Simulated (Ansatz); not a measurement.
Band structure of Au (Fm-3m, 1 atom in the cell).

```xyz
1
Lattice="0.0000 2.0400 2.0400 2.0400 0.0000 2.0400 2.0400 2.0400 0.0000" Properties=species:S:1:pos:R:3 pbc="T T T"
Au     0.0000     0.0000     0.0000
```

Level of theory: PBE, PAW files (plane waves; Ansatz, a first-principles code).

Settings: kpoints.mp_grid.grid = 18 18 18; hamiltonian.xc = pbe; hamiltonian.pseudopotentials = {kind: paw} (an earlier, softer set of the program's PAW files); scf.occupations.method = gaussian; scf.occupations.width = 0.1 eV; kpoints.band_path.npoints = 8.

The starting cell has typed, rounded lattice constants, without a prior relaxation at this level. Spin-orbit coupling is off.

Levels in eV from the Fermi level, bands 6 to 13:
```
point      6      7      8      9     10     11     12     13
-----  -----  -----  -----  -----  -----  -----  -----  -----
Γ      -4.70  -4.70  -4.70  -3.16  -3.16  14.49  18.51  18.51
X      -6.77  -2.00  -1.62  -1.62   1.01   5.82  10.04  10.04
W      -5.17  -5.17  -3.32  -1.62   4.76   6.33   6.33   9.47
K      -5.85  -3.84  -2.88  -2.08   3.88   4.70   7.48  12.64
L      -4.73  -4.73  -1.95  -1.95  -0.98   3.11  13.95  17.16
U      -5.85  -3.84  -2.88  -2.08   3.88   4.70   7.48  12.64
```

Bands cross the Fermi level along this path, so the cell is metallic at this level.

Keys are those of Ansatz 0.2.
